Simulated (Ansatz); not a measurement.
Ansatz (an electronic-structure program) run on TiGe2 (C2, 6 atoms in the cell): self-consistent single point.

Method: LDA (PW92), default PAW files made with PBE (plane waves; Ansatz).

```xyz
6
Lattice="0.0000 4.3219 4.3927 2.5198 0.0000 4.3927 2.5198 4.3219 0.0000" Properties=species:S:1:pos:R:3 pbc="T T T"
Ti     3.7797     6.4829     6.6391
Ti     2.5198     4.3219     4.3927
Ge     1.2599     0.7142     2.1964
Ge     1.2599     3.6077     2.1964
Ge     2.5198     1.4467     4.3927
Ge     2.5198     7.1971     4.3927
```

Reference input (self-consistent single point, DFT, LDA (PW92), plane waves, default PAW files made with PBE): basis.ecutwfc = 30.9 Ry; kpoints.mp_grid.grid = 5 5 5; hamiltonian.xc = lda; hamiltonian.pseudopotentials = {kind: paw} (the program's default PAW files); scf.occupations.method = gaussian; scf.occupations.width = 0.0073 Ry. This run's input differs from it in these lines:

Ansatz 0.2 input:
```diff
@@ -16,3 +16,3 @@
 kpoints:
-  mp_grid: { grid: [5, 5, 5] }
+  mp_grid: { grid: [8, 8, 8] }
 hamiltonian:
@@ -21,3 +21,3 @@
 scf:
-  occupations: { method: gaussian, width: 0.0073 Ry }
+  occupations: { method: gaussian, width: 0.0037 Ry }
 output:
```

The program printed (abridged):

```
SCF iter   1: F=—  HF=-21766.554018 eV  |F-HF|=—  |Δ(HF+E_count)|=         —  Δρ=5.65e-3  dr2=1.26e-2  ethr=1.77e-3  ⟨swp⟩=5.9  Hψ=28822  notcnv=0  defer=25
all-band conjugate gradients solve this SCF's bands
preconditioner: auto → Kerker (q_TF=auto, 2.648 Å⁻¹)
SCF iter   2: F=—  HF=-21766.550612 eV  |F-HF|=—  |Δ(HF+E_count)|=   3.41e-3  Δρ=3.06e-3  dr2=5.26e-3  ethr=1.58e-5  ⟨swp⟩=2.0  Hψ=11400  notcnv=0  defer=69
   [... lines left out ...]
SCF iter   4: F=—  HF=-21766.549526 eV  |F-HF|=—  |Δ(HF+E_count)|=   3.06e-4  Δρ=2.17e-4  dr2=5.19e-5  ethr=1.22e-6  ⟨swp⟩=2.0  Hψ=11664  notcnv=0  defer=69
SCF iter   5: F=—  HF=-21766.549511 eV  |F-HF|=—  |Δ(HF+E_count)|=   1.50e-5  Δρ=5.19e-5  dr2=2.41e-6  ethr=6.49e-8  ⟨swp⟩=2.0  Hψ=11728  notcnv=0  defer=69
SCF iter   6: F=—  HF=-21766.549511 eV  |F-HF|=—  |Δ(HF+E_count)|=   6.80e-8  Δρ=1.40e-5  dr2=2.09e-7  ethr=3.01e-9  ⟨swp⟩=2.0  Hψ=11728  notcnv=0  defer=69
SCF iter   7: F=-21766.549511 eV  HF=-21766.549511 eV  |F-HF|=6.81e-9  |Δ(HF+E_count)|=   4.84e-8  Δρ=2.47e-6  dr2=9.69e-9  ethr=1.25e-10  ⟨swp⟩=7.6  Hψ=24705  notcnv=0
SCF 1 converged in 7 iterations: F = -21766.549511 eV  dr2 = 9.69e-9
Free energy (F): -21766.549511 eV
Internal energy: -21766.546966 eV  (E = F + TS)
E sigma→0 (E₀):  -21766.548238 eV
Entropy (-TS):   -0.002545 eV (-0.424 meV/atom)
Fermi energy:    13.468959 eV
--- Forces (eV/Å), atoms counted from 1 ---
  atom   1  Ti    -0.00000000     0.00000000    -0.50991170
  atom   2  Ti     0.00000000     0.00000000     0.05216659
  atom   3  Ge    -0.00737675    -0.08166761     0.01582523
  atom   4  Ge     0.00737675     0.08166761     0.01582523
  atom   5  Ge    -0.12111670     0.07519741     0.21304688
  atom   6  Ge     0.12111670    -0.07519741     0.21304688
--- Stress (GPa, compression-positive) ---
       -6.682149       0.406438      -0.000000
        0.406438      -6.367413       0.000000
       -0.000000       0.000000      -6.580901
  P = ⅓ Tr σ = -6.5435 GPa (-65.435 kbar)
  The stress holds the Pulay correction. Without it, at fixed plane waves, as pw.x and ABINIT print it: P = -6.5865 GPa
```

The run converged in 7 iterations. Against the reference run the free energy drops by 9.5 meV/atom, the pressure goes from -6.44 to -6.54 GPa and the largest force goes from 0.488 to 0.510 eV/Å.

The starting cell comes from a database of computed structures (which also holds hypothetical and non-ambient phases and stackings), without a prior relaxation at this level. Its lattice was rescaled by up to half a per cent. One atom was moved a little off its site on purpose. Spin polarisation is off. With a pressure of about -7 GPa the cell is away from its equilibrium volume at this level. Ansatz's pressure includes its estimate of the finite-basis (Pulay) stress.

Cost on one core of a shared machine: roughly 70 s.
